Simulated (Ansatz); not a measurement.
## Effect of biaxial strain −0.83 %, plane normal [111], relaxed out of plane on InSb

Consider InSb in the zinc blende structure (space group F-43m, No. 216; a = 6.450 Å). Axes: x, y, z lie along the cube axes.

Now apply this change: compressive biaxial strain of 0.83 % in the plane normal to [111], as in epitaxy on a mismatched substrate; the out-of-plane cell vector and the atoms relax.

Level of theory: LDA (Ansatz, a first-principles code, PAW, scalar-relativistic without spin-orbit coupling). k-mesh 13×13×13 (Γ-centred); smearing 0.05 eV (Fermi–Dirac).

The volume per atom drops by 0.38 Å³ (33.54 Å³ → 33.16 Å³) and the space group becomes R3m (No. 160) (base: F-43m (No. 216)). The shortest interatomic distance drops by 0.013 Å (2.793 Å → 2.780 Å) and the energy increases by 1.4 meV/atom. The pressure (mean of the normal stresses, compression positive) goes from zero to 0.5 GPa and the band gap is still zero. The out-of-plane strain amounts to +0.52 % (rough) and the mean in-plane stress (compression positive) comes out as +0.8 GPa (rough).

Cost of the whole job for the changed cell (relaxation, final SCF and bands): about 2.1 core-minutes (a rough figure).

Without a gap, meshes like the base's 13×13×13 leave anisotropic stresses uncertain by several tenths of a GPa, and small strain energies with them. With Sb present, leaving out spin-orbit coupling can change the band edges. Stability against distortions was not tested. The final runs are not spin-polarised. The zero or small gap of InSb can change with the level of theory.
